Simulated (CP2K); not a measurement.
CP2K is run on RhPb (P4/mmm, 2 atoms in the cell), and the run fails. The aim is a self-consistent single point with DFT PBE, GPW, DZVP-MOLOPT-PBE-GTH basis, GTH-PBE potentials (POTENTIAL_UZH).

Cell that was meant: a = 3.4228 Å, b = 3.4228 Å, c = 4.4863 Å, α = 90.00°, β = 90.00°, γ = 90.00°.

Part of the input:

```
    POTENTIAL_FILE_NAME POTENTIAL_UZH
    &QS
      METHOD GPW
      EPS_DEFAULT 1E-4
    &END QS
    &MGRID
      CUTOFF 500
```

Output (repeated stretches shortened):

```
 SCF WAVEFUNCTION OPTIMIZATION

  Step     Update method      Time    Convergence         Total energy    Change

 *******************************************************************************
 *   ___                                                                       *
 *  /   \                                                                      *
 * [ABORT]                                                                     *
 *  \___/      Cholesky decompose failed: matrix is not positive definite or   *
 *    |                               ill-conditioned                          *
   [... lines left out ...]
 * / \                                                fm/cp_cfm_cholesky.F:105 *
 *******************************************************************************

 ===== Routine Calling Stack =====

            9 cp_cfm_cholesky_decompose
            8 cp_cfm_geeig
            7 do_general_diag_kp
            6 qs_scf_new_mos_kp
            5 scf_env_do_scf_inner_loop
            4 scf_env_do_scf
            3 qs_energies
            2 qs_forces
            1 CP2K
Abort(1) on node 0 (rank 0 in comm 0): application called MPI_Abort(MPI_COMM_WORLD, 1) - process 0
```

Problem. From the messages shown, name the fault and mend the input.

Solution. The fault is a loose overall precision setting; here the program stops on it instead of giving results. To fix it, restore the tighter precision. The program stopped with an error.

An input that runs soundly differs in these lines (not the only fix; some lines may just follow from the change or write a value another way):
```diff
-      EPS_DEFAULT 1E-4
+      EPS_DEFAULT 1E-10
```

With that input, the run converged in 15 iterations: free energy E − TS -3075.5759 eV; Fermi level (on the code's own zero) 6.43 eV; pressure -13.31 GPa (DFT PBE, GPW, DZVP-MOLOPT-PBE-GTH basis, GTH-PBE potentials (POTENTIAL_UZH)).

On the sound input: the starting cell was generated: these elements placed on a structure prototype, without a prior relaxation; it need not be a known phase or ordering of this composition. Its lattice was rescaled by a random factor within 2.5 % of one. Spin polarisation is off. Values carry the incompleteness of an atom-centred basis. With a pressure of about -13 GPa the cell is away from its equilibrium volume at this level.
